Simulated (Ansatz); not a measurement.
For zinc-blende NaH (model structure), PBEsol (Ansatz, a first-principles code, PAW) gives:

| Quantity | Result |
|---|---|
| lattice constant a | 5.177 Å |
| formation enthalpy | -0.151 eV/atom |

What does HSE06 in Ansatz (PAW) give for the same quantities?


- lattice constant a: 5.197 Å (goes up by 0.4 %)
- formation enthalpy: -0.173 eV/atom (moves by -0.022 eV/atom)

Changes are worked out from the printed values.

Unless a cell is named, each level is at its own relaxed cell (PBEsol 17.34, HSE06 17.55 Å³/atom).

Caveats: hybrids on metals are sensitive to the k mesh and can open a false gap (HSE06). Ansatz's density-functional and Hartree–Fock values are scalar-relativistic unless marked +SOC, with PAW data made under PBE.

A model structure was made by putting elements into a prototype or built by hand; it is no filed structure, need not be a known phase, and can be a saddle point held by its symmetry.
